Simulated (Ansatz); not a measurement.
A relaxation of the atoms of NiRh (R3m, 2 atoms in the cell) with Ansatz (an electronic-structure program).

Computed with LDA (PW92), default PAW files made with PBE (plane waves; Ansatz).

The change in words: one atom moved by 0.15 angstrom; relax: default → atoms; relax.f_tol: default → 0.02 eV/Å. Reference geometry:
```xyz
2
Lattice="1.3181 0.7610 4.1240 -1.3181 0.7610 4.1240 0.0000 -1.5220 4.1240" Properties=species:S:1:pos:R:3 pbc="T T T"
Ni     0.0000     0.0000     0.0000
Rh     0.0000     0.0000     6.1861
```

Reference input (self-consistent single point, DFT, LDA (PW92), plane waves, default PAW files made with PBE): basis.ecutwfc = 30.9 Ry; kpoints.mp_grid.grid = 14 14 14; hamiltonian.xc = lda; hamiltonian.pseudopotentials = {kind: paw} (the program's default PAW files); scf.occupations.method = gaussian; scf.occupations.width = 0.0073 Ry. This run's input differs from it in these lines:

```diff
@@ -7,3 +7,3 @@
   atoms:
-    - { symbol: Ni, position_ang: [0.000000, 0.000000, 0.000000] }
+    - { symbol: Ni, position_ang: [-0.000000, -0.000000, 0.150000] }
     - { symbol: Rh, position_ang: [0.000000, -0.000000, 6.186063] }
@@ -18,2 +18,4 @@
   occupations: { method: gaussian, width: 0.0073 Ry }
+relax:
+  f_tol: 0.02
 output:
```

The program printed (abridged):

```
   [... SCF lines of the steps left out ...]
relax step   1: F+E_penalty+E_count = -12051.72790661 eV  Δ(F+E_penalty+E_count) = +0.000e0 eV  max|allowed force component| = 1.433e0 eV/Å  Δτ_max = 0.0000 Å  (6 SCF iters, dr2 threshold 1.00e-5 eV, accepted)
relax step   2: F+E_penalty+E_count = -12051.80518418 eV  Δ(F+E_penalty+E_count) = -7.728e-2 eV  max|allowed force component| = 7.194e-1 eV/Å  Δτ_max = 0.0361 Å  (6 SCF iters, dr2 threshold 1.00e-4 eV, accepted)
relax step   3: F+E_penalty+E_count = -12051.83300362 eV  Δ(F+E_penalty+E_count) = -2.782e-2 eV  max|allowed force component| = 8.695e-3 eV/Å  Δτ_max = 0.0384 Å  (6 SCF iters, dr2 threshold 3.23e-5 eV, accepted)
relax step   4: F+E_penalty+E_count = -12051.83300364 eV  Δ(F+E_penalty+E_count) = -1.792e-8 eV  max|allowed force component| = 8.929e-3 eV/Å  Δτ_max = 0.0000 Å  (6 SCF iters, accepted)
the relaxation is at rest under the 6 symmetry operations that the run kept from its start: a minimum is not shown …
Free energy (F): -12051.833004 eV
Internal energy: -12051.814114 eV  (E = F + TS)
E sigma→0 (E₀):  -12051.823559 eV
Entropy (-TS):   -0.018889 eV (-9.445 meV/atom)
Fermi energy:    19.881164 eV
--- Forces (eV/Å), atoms counted from 1 ---
  atom   1  Ni     0.00000000     0.00000000    -0.00892891
  atom   2  Rh    -0.00000000    -0.00000000     0.00892875
--- Stress (GPa, compression-positive) ---
      -13.175869       0.000000      -0.000000
        0.000000     -13.175869      -0.000000
       -0.000000      -0.000000     -11.112403
  P = ⅓ Tr σ = -12.4880 GPa (-124.880 kbar)
   [... lines left out ...]
--- Relaxed structure (4 steps of the walk, 4 accepted, 0 SCFs on fresh bases) ---
  F+E_penalty+E_count = -12051.83300364 eV   max|allowed force component| = 8.929e-3 eV/Å
  atoms:
    - { symbol: Ni, position: [0.0061015329308471205, 0.0061015329308471205, 0.0061015329308470945] }
    - { symbol: Rh, position: [0.5060224949039808, 0.5060224949039808, 0.5060224949039809] }
```

The run converged.  The full log also holds: “iter 2 did not close the SCF: its close was put off for the readings that it lacked (scf_convergence_deferred on its scf_iter line)”. The full log also holds: “iter 3 did not close the SCF: its close was put off for the readings that it lacked (scf_convergence_deferred on its scf_iter line)”.

Summary of the result:
```
Property                                                  Value
-----------------------------------------------  --------------
Free energy E − TS (on the zero of these files)  -12051.8330 eV
Fermi level (on the code's own zero)                   19.88 eV
Pressure                                             -12.49 GPa
Largest force (vector length)                        0.009 eV/Å
Relaxation steps                                              4
```

The starting cell comes from a database of computed structures (which also holds hypothetical and non-ambient phases and stackings), without a prior relaxation at this level. Its lattice was rescaled by up to half a per cent. For this run, on top of that: one atom moved by 0.15 angstrom. Spin polarisation is off. The relaxation keeps the symmetry of its start, so its end need not be a minimum. Ansatz's pressure includes its estimate of the finite-basis (Pulay) stress.

Cost on one core of a shared machine: roughly 40 s.

Keys are those of Ansatz 0.2.
